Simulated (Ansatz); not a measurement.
**Formation enthalpy of TaGe2 (model structure, started from the fluorite type, Fm-3m, No. 225, 3 atoms in the cell) at several levels of theory**

No measured value is used here.

| level (code) | value (eV/atom) |
|---|---|
| PBE (Ansatz) | 0.461 |
| PBEsol (Ansatz) | [?] |
| PBE-D3(BJ) (Ansatz) | 0.464 |

### Question
What belongs in the gaps?

### Answer

- PBEsol (Ansatz, a first-principles code), value (eV/atom): 0.443

Density-functional levels without +SOC have no spin–orbit coupling, which shifts binding energies of heavy elements. Each level is taken at its own relaxed cell. Ansatz's density-functional and Hartree–Fock values are scalar-relativistic unless marked +SOC, with PAW data made under PBE.

A model structure was made by putting elements into a prototype or built by hand; it is no filed structure, need not be a known phase, and can be a saddle point held by its symmetry.
